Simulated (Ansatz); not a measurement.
# tetragonal indium (1 0 1) on hexagonal La2O3 (1 1 0) (film strained to the substrate, started from cuts of the bulks and a machine-learned relaxation; slabs La14O21 and In16, which can lie off the formulas)

A periodic stack without vacuum, tetragonal indium (1 0 1) on hexagonal La2O3 (1 1 0) (film strained to the substrate, started from cuts of the bulks and a machine-learned relaxation; slabs La14O21 and In16, which can lie off the formulas): substrate slab La14O21, film In16, surface cells [[0, 1], [-1, 0]] and [[4, 2], [0, 1]], film strained by +2.5 and +3.6 %, outermost planes LaO/LaO and In/In as cut, which need not be the usual terminations and can put a slab off its formula.

The start was prepared with a machine-learned potential, and the result is one local minimum, with the in-plane cell held and forces under 0.04 eV/Å; the film can end far from its bulk form.

Calculation: PBE (plane waves to 420 eV, PAW; Ansatz, a program for electronic structure). Scalar-relativistic, without spin–orbit coupling; the runs are not spin-polarised; PBE gaps are too small against experiment. Its k-point mesh 4×4×1, Fermi–Dirac width 0.05 eV.

The interface area is 42.2 Å² and the period comes out as 25.71 Å. The heights between the nearest atoms of the two slabs at the two interfaces is 2.02 and 2.06 Å and the In–La contacts across the interfaces within 1.22 times the sum of covalent radii is 16, mean 3.85 Å. The In–O contacts across the interfaces within 1.22 times the sum of covalent radii is 2, mean 2.25 Å.

```xyz
51
Lattice="6.8253 0.0008 -0.0421 -0.0001 6.1868 0.0947 -1.2987 -0.6351 25.7089" Properties=species:S:1:pos:R:3 pbc="T T T"
La     3.9464     1.7380     1.4751
La     6.1221     4.6729     1.5385
O      1.5898     0.0503     1.6108
O      3.9230     4.0249     1.4718
O      6.1238     2.3644     1.4687
La     0.4877     1.5778     3.3427
La     2.7705     4.7342     3.3656
O      5.0494     0.0508     3.1716
O      0.4788     4.0496     3.4553
O      2.7888     2.2503     3.3897
La     3.9049     1.5800     5.3726
La     6.1983     4.6602     5.4104
O      1.6527     0.0361     5.4069
O      3.9292     4.0384     5.3705
O      6.1750     2.1928     5.3308
La     0.5152     1.4945     7.3392
La     2.7972     4.6814     7.3726
O      5.0931    -0.0068     7.2680
O      0.5118     3.9477     7.3693
O      2.8114     2.2102     7.3486
La     3.9453     1.5493     9.2847
La     6.2558     4.5900     9.2958
O      1.6214    -0.1057     9.2151
O      3.9900     4.0163     9.3184
O      6.2148     2.1437     9.2928
La     0.4973     1.4401    11.3997
La     2.7813     4.6230    11.3454
O      5.0283     0.0903    11.4625
O      0.4108     3.9194    11.4223
O      2.7630     2.2061    11.1934
La     3.8476     1.4479    13.1017
La    -0.6471     4.4615    13.3377
O      1.8383     0.0525    12.7668
O      4.0776     3.7833    13.1187
O     -0.5398     2.0913    13.5406
In     0.2635     1.4966    15.5513
In     1.1207     4.5537    16.6305
In     3.5896     2.3271    16.6837
In     4.4625     5.4517    16.4535
In    -0.5016     0.1543    18.9348
In     2.1442     3.1073    19.3466
In     2.7342     0.0473    18.8816
In     5.8048     3.2143    18.7192
In     0.6569     4.3678    21.8704
In     1.7707     1.0756    21.7786
In     4.3048     4.6442    21.2209
In     5.3398     1.5184    21.5596
In    -0.0949     2.4390    24.3722
In     0.3615     5.5833    25.1650
In     3.3460     2.9392    23.8075
In     3.9620     5.9869    24.0606
```
